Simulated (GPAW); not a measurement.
Band structure of ZnSe (F-43m, 2 atoms in the cell).

```
CELL_PARAMETERS angstrom
      0.00000     2.82027     2.82027
      2.82027     0.00000     2.82027
      2.82027     2.82027     0.00000
ATOMIC_POSITIONS crystal
  Zn 0.00000 0.00000 0.00000
  Se 0.75000 0.75000 0.75000
```

Method: PBE, GPAW PAW datasets PBE (gpaw-data 1.0.1) (plane waves; GPAW).

Settings: mode = pw; ecut = 850 eV; xc = PBE; kpts = 10 10 10; mesh shift (steps) = 0 0 0; occupations.name = fermi-dirac; occupations.width = 0.02 eV; nbands = -4; convergence.density = 1e-05 e/electron; convergence.energy = 1e-05 eV/electron; convergence.bands = -2; symmetry.symmorphic = false; symmetry.tolerance = 0.0005; maxiter = 120.

The starting cell comes from a database of computed structures (which also holds hypothetical and non-ambient phases and stackings), without a prior relaxation at this level. Its lattice was rescaled by a random factor within 2.5 % of one.

**Question.** Predict the gap along the standard path and the places of the band edges.

**Answer.** The gap along the path is 1.36 eV, direct at Γ to within 0.01 eV.

Levels in eV from the top of the valence band on the SCF mesh, bands 6 to 13:
| point | 6 | 7 | 8 | 9 | 10 | 11 | 12 | 13 |
|---|---|---|---|---|---|---|---|---|
| Γ | -6.19 | 0.00 | 0.00 | 0.00 | 1.36 | 5.81 | 5.81 | 5.81 |
| X | -6.00 | -4.80 | -2.23 | -2.23 | 2.95 | 3.47 | 10.84 | 11.35 |
| W | -5.88 | -4.75 | -2.82 | -2.73 | 5.48 | 5.63 | 7.01 | 7.71 |
| K | -5.91 | -4.78 | -3.15 | -1.83 | 3.58 | 5.63 | 9.10 | 9.32 |
| L | -6.02 | -5.31 | -0.89 | -0.89 | 2.58 | 6.39 | 6.39 | 8.61 |
| U | -5.91 | -4.78 | -3.15 | -1.83 | 3.58 | 5.63 | 9.10 | 9.32 |
